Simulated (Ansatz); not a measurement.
The parent structure is HfO₂ (space group P4_2/nmc, No. 137; a = 3.567 Å, c = 5.166 Å).

The change: every lattice vector is shortened by 0.48 %, atoms relaxed at fixed cell.

Levels (all Ansatz, a program for electronic structure, PAW): PBEsol (420 eV, no SOC); r2SCAN (500 eV, scalar-relativistic without spin-orbit coupling); HSE06 (420 eV, without spin-orbit coupling).

At the geometry relaxed with PBEsol, these levels gave the following band gaps, in shuffled order: (a) 5.20 eV, (b) 4.54 eV, (c) 6.32 eV.

**Question.** Match each gap to its level.

**Answer.** (a) r2SCAN; (b) PBEsol; (c) HSE06.

Single points use the geometry relaxed with PBEsol. HSE06 gaps are upper bounds (no full band path). Spin-orbit coupling, missing from the scalar runs, can matter with Hf. The cells carry an imposed strain or load. Stability against distortions was not tested. This is not the structure that HfO2 has at room temperature and ambient pressure.
